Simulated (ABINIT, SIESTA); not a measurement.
A SIESTA input for a self-consistent single point of HgSe (F-43m, 2 atoms in the cell) (DFT, GGA PBE, numerical atomic orbitals DZP, PseudoDojo PBE standard norm-conserving potentials (rewritten from UPF to PSML)):

```
# files in the folder: Hg.psml Se.psml (PseudoDojo PBE standard)
SystemName  HgSe
SystemLabel hgse

NumberOfAtoms                2
NumberOfSpecies              2
%block ChemicalSpeciesLabel
  1 80 Hg
  2 34 Se
%endblock ChemicalSpeciesLabel
LatticeConstant              1.0 Ang
%block LatticeVectors
     0.000000000    2.991056000    2.991056000
     2.991056000    0.000000000    2.991056000
     2.991056000    2.991056000    0.000000000
%endblock LatticeVectors
AtomicCoordinatesFormat      Ang
%block AtomicCoordinatesAndAtomicSpecies
     0.000000000    0.000000000    0.000000000  1
     1.495528000    1.495528000    1.495528000  2
%endblock AtomicCoordinatesAndAtomicSpecies

XC.functional                GGA
XC.authors                   PBE
PAO.BasisSize                DZP
PAO.EnergyShift              0.005 Ry
MeshCutoff                   400 Ry
%block kgrid.MonkhorstPack
    8   0   0  0.0
    0   8   0  0.0
    0   0   8  0.0
%endblock kgrid.MonkhorstPack
OccupationFunction           FD
ElectronicTemperature        232.09 K

MaxSCFIterations             150
SCF.Mixer.Method             Pulay
SCF.Mixer.Weight             0.2
SCF.Mixer.History            8
SCF.DM.Tolerance             1.0E-04
Diag.ParallelOverK           true
WriteForces                  true
```

Write the same calculation as an input for ABINIT.

One input that does it (others would too):

```
# HgSe, JTH v2.0 PBE PAW
pp_dirpath "./"
pseudos "Hg.GGA_PBE-JTH.xml, Se.GGA_PBE-JTH.xml"
acell 4.2299919610 4.2299919610 4.2299919610 Angstrom
rprim
        -0.0000000000    0.7071067812    0.7071067812
         0.7071067812   -0.0000000000    0.7071067812
         0.7071067812    0.7071067812   -0.0000000000
natom 2
ntypat 2
znucl 80 34
typat 1 2
xcart
         0.0000000000    0.0000000000    0.0000000000
         2.8261383317    2.8261383317    2.8261383317
ecut 571 eV
pawecutdg 1143 eV
ixc 11
occopt 3
tsmear 0.00073499
nband 14
kptopt 1
ngkpt 8 8 8
nshiftk 1
shiftk 0 0 0
nstep 80
tolvrs 1.0e-12
prtwf 0
prtden 0
enunit 2
```

Basis, cutoffs, solver keys and any potentials are the target program's own. This input uses DFT, PBE, plane waves, PAW (JTH v2.0 PBE PAW).

The starting cell has typed, rounded lattice constants, without a prior relaxation at this level. Its lattice was rescaled by a random factor within 2.5 % of one.
